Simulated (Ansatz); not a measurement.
# Hypothetical ReO3 type CoCl3: response to strain

The reference is CoCl$_{3}$ in the ReO3 type structure (space group Pm-3m, No. 221; ferromagnetic; a hypothetical phase, not in the database extracts checked; relaxed with 0.1 eV smearing).

```
CoCl3
1.0
    4.65855     0.00000     0.00000
    0.00000     4.65855     0.00000
    0.00000     0.00000     4.65855
Co Cl
1 3
Direct
  0.00000   0.00000   0.00000
  0.50000   0.00000   0.00000
  0.00000   0.00000   0.50000
  0.00000   0.50000   0.00000
```

Cartesian axes are those of the cell as printed.

Strains are applied to the cell and any free atomic positions relax; under biaxial strain the out-of-plane vector relaxes too; under stress the whole cell relaxes.

Computed with PBE (Ansatz, an electronic-structure program), no SOC.

Notes on the quantities. energy relative to the base: free energy F; pressure: mean of the normal stresses, compression positive.

```csv
case,energy relative to the base,pressure,largest site moment,space group
base,0 meV/atom,0.0 GPa,2.00 μB,Pm-3m (No. 221)
"biaxial strain +1.25 %, plane normal [001], relaxed out of plane",+1.9 meV/atom,(withheld),2.04 μB,P4/mmm (No. 123)
"biaxial strain −1.47 %, plane normal [110], relaxed out of plane",+2.5 meV/atom,0.7 GPa,1.94 μB,Cmmm (No. 65)
"biaxial strain +1.80 %, plane normal [110], relaxed out of plane",+3.5 meV/atom,-0.8 GPa,(withheld),Cmmm (No. 65)
"biaxial strain +1.10 %, plane normal [111], relaxed out of plane",+1.3 meV/atom,-0.5 GPa,2.03 μB,R-3m (No. 166)
isotropic strain −0.97 %,+2.8 meV/atom,1.3 GPa,1.91 μB,Pm-3m (No. 221)
uniaxial strain ε_xx = +2.00 %,+2.1 meV/atom,-0.7 GPa,2.05 μB,P4/mmm (No. 123)
uniaxial strain ε_yy = −4.70 %,+15 meV/atom,2.3 GPa,1.82 μB,P4/mmm (No. 123)
"uniaxial stress, 3 GPa compression along x",+9.2 meV/atom,–,1.91 μB,P4/mmm (No. 123)
tensor shear ε_xy = −1.44 %,+1.2 meV/atom,0.0 GPa,2.00 μB,Cmmm (No. 65)
```

Question: Complete the table.

Answer: 
- biaxial strain +1.25 %, plane normal [001], relaxed out of plane, pressure: -0.6 GPa
- biaxial strain +1.80 %, plane normal [110], relaxed out of plane, largest site moment: 2.06 μB

Beyond what the load breaks, stability against distortions was not tested. No Hubbard U is applied and the magnetic state is the run's own (CoCl3 ferromagnetic); other magnetic orders, which need larger cells, were not tried and can change the gap.
